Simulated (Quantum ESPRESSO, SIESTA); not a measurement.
A Quantum ESPRESSO input for a self-consistent single point of Ca2CdPt2 (Immm, 5 atoms in the cell) (DFT, PBEsol, plane waves, SSSP 1.1.2 efficiency (PBE) pseudopotentials):

```fortran
&control
  calculation = 'scf',
  prefix = 'run',
  outdir = './tmp',
  pseudo_dir = './',
  tprnfor = .true.,
  tstress = .true.,
/
&system
  ibrav = 11,
  A = 4.4496600000,
  B = 5.8938600000,
  C = 8.5384200000,
  nat = 5,
  ntyp = 3,
  ecutwfc = 45,
  ecutrho = 360,
  occupations = 'smearing',
  smearing = 'gaussian',
  degauss = 0.0073499,
  input_dft = 'pbesol',
/
&electrons
  conv_thr = 1.0d-9,
  mixing_beta = 0.3,
/
ATOMIC_SPECIES
Ca    40.0780  Ca_pbe_v1.uspp.F.UPF
Cd   112.4140  Cd.pbe-dn-rrkjus_psl.0.3.1.UPF
Pt   195.0840  pt_pbe_v1.4.uspp.F.UPF
ATOMIC_POSITIONS crystal
Ca   -0.2010100000    0.5000000000    0.2989900000
Ca    0.2010100000   -0.5000000000    0.7010100000
Cd    0.0000000000    0.0000000000    0.0000000000
Pt    0.5000000000   -0.2249100000    0.7249100000
Pt   -0.5000000000    0.2249100000    0.2750900000
K_POINTS automatic
5 5 5  0 0 0
```

**Question.** Give the SIESTA input for the same structure, mesh, smearing and functional.

**Answer.** One input that does it (others would too):

```
# files in the folder: Ca.psml Cd.psml Pt.psml (PseudoDojo PBEsol standard)
SystemName  Ca2CdPt2
SystemLabel ca2cdpt2

NumberOfAtoms                5
NumberOfSpecies              3
%block ChemicalSpeciesLabel
  1 20 Ca
  2 48 Cd
  3 78 Pt
%endblock ChemicalSpeciesLabel
LatticeConstant              5.644503 Ang
%block LatticeVectors
    -0.394158706    0.522088481    0.756348256
     0.394158706   -0.522088481    0.756348256
     0.394158706    0.522088481   -0.756348256
%endblock LatticeVectors
AtomicCoordinatesFormat      Ang
%block AtomicCoordinatesAndAtomicSpecies
     2.224830000    0.000000000    2.552902196  1
    -0.000000000    2.946930000    1.716307804  1
     0.000000000    0.000000000    0.000000000  2
    -0.000000000    1.325588053    4.269210000  3
     2.224830000    1.621341947    0.000000000  3
%endblock AtomicCoordinatesAndAtomicSpecies

XC.functional                GGA
XC.authors                   PBEsol
PAO.BasisSize                DZP
PAO.EnergyShift              0.005 Ry
MeshCutoff                   400 Ry
%block kgrid.MonkhorstPack
    5   0   0  0.0
    0   5   0  0.0
    0   0   5  0.0
%endblock kgrid.MonkhorstPack
OccupationFunction           MP
OccupationMPOrder            0
ElectronicTemperature        1160.45 K

MaxSCFIterations             150
SCF.Mixer.Method             Broyden
SCF.Mixer.Weight             0.25
SCF.Mixer.History            6
SCF.DM.Tolerance             1.0E-05
Diag.ParallelOverK           true
WriteForces                  true
Charge.Mulliken              end
```

Basis, cutoffs, solver keys and any potentials are the target program's own. This input uses DFT, GGA PBEsol, numerical atomic orbitals DZP, PseudoDojo PBEsol standard norm-conserving potentials (rewritten from UPF to PSML).

The starting cell comes from a database of computed structures (which also holds hypothetical and non-ambient phases and stackings), without a prior relaxation at this level.
